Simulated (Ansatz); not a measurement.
**Hypothetical P4_2/mnm BP, pressure series**

Start from BP (space group P4_2/mnm, No. 136; a hypothetical phase, not in the database extracts checked).

Space group P4₂/mnm (No. 136); a = 5.5685 Å, b = 5.5685 Å, c = 3.2054 Å, α = 90.00°, β = 90.00°, γ = 90.00°

```tsv
atom	site	symmetry	x	y	z
B	4g	m.2m	0.1783	0.1783	0.5000
P	4f	m.2m	0.3194	0.3194	0.0000
```

Cell and atoms are relaxed at each pressure.

Method: DFT with PBE, PAW potentials and a 420 eV plane-wave cutoff in Ansatz (an electronic-structure program), no SOC.

| variant | smallest direct gap | band gap | width of the top valence band | density | electron mass |
|---|---|---|---|---|---|
| base | 1.35 eV | 0.47 eV | 3.62 eV | 2.79 g/cm³ | 0.48 mₑ along k, 0.33 mₑ across (off the special points) |
| pressure −2 GPa | 1.38 eV | 0.52 eV | 3.57 eV | 2.75 g/cm³ | 0.48 mₑ along k, 0.33 mₑ across (off the special points) |
| pressure −1 GPa | 1.37 eV | 0.50 eV | 3.59 eV | 2.77 g/cm³ | 0.48 mₑ along k, 0.33 mₑ across (off the special points) |
| pressure 0.3 GPa | 1.35 eV | 0.46 eV | 3.63 eV | 2.80 g/cm³ | 0.48 mₑ along k, 0.33 mₑ across (off the special points) |
| pressure 0.7 GPa | 1.34 eV | 0.45 eV | 3.64 eV | 2.81 g/cm³ | 0.47 mₑ along k, 0.33 mₑ across (off the special points) |
| pressure 1.5 GPa | 1.33 eV | 0.43 eV | 3.66 eV | 2.82 g/cm³ | 0.48 mₑ along k, 0.33 mₑ across (off the special points) |
| pressure 3 GPa | 1.31 eV | 0.40 eV | 3.69 eV | 2.85 g/cm³ | 0.47 mₑ along k, 0.32 mₑ across (off the special points) |
| pressure 5 GPa | 1.28 eV | 0.35 eV | 3.74 eV | 2.88 g/cm³ | 0.47 mₑ along k, 0.32 mₑ across (off the special points) |
| pressure 7.5 GPa | 1.25 eV | 0.29 eV | 3.80 eV | 2.92 g/cm³ | 0.47 mₑ along k, 0.32 mₑ across (off the special points) |
| pressure 10 GPa | 1.22 eV | 0.24 eV | 3.85 eV | 2.97 g/cm³ | 0.47 mₑ along k, 0.31 mₑ across (off the special points) |

Load acts through the strain it causes; cell and atoms are relaxed under it. Masses are band curvatures over ±0.01 Å⁻¹ around the edge. Along k means along the line from Γ to the band edge. Stability against distortions was not tested. Competing high-pressure phases were not computed. A zero or small gap of BP under pressure 7.5 GPa and BP under pressure 10 GPa can be the functional's error rather than a property of the material.
